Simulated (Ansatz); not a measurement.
# Effect of H interstitial (started 1.71 Å from the nearest host atom), symmetric start on TaSi2

Consider a 9-atom supercell of TaSi2 (space group P6_222, No. 180; a = 4.760 Å, c = 6.562 Å) at its relaxed geometry.

The change: a neutral H interstitial (started 1.71 Å from the nearest host atom), symmetric start, atoms relaxed at fixed cell.

All numbers come from PBEsol, PAW, 420 eV (Ansatz, a quantum-chemistry and plane-wave program; without spin-orbit coupling), earlier PAW set. Γ-centred 10×10×10 mesh, Fermi–Dirac width 0.05 eV.

```tsv
quantity	base	changed	shift
pressure	0.0 GPa	4.3 GPa	+4.3 GPa
final site of the added atom	–	4 Si at 1.81 Å and 4 Ta at 2.62 Å	–
```

The cell is small, so the values are those of an ordered compound at a high defect concentration; dilute-limit values will differ. The defect started on the symmetric site and kept its symmetry, so it may sit on a saddle. All final runs are without spin polarisation. An odd electron count without spin: TaSi2. The defect cell is not spin-polarised.
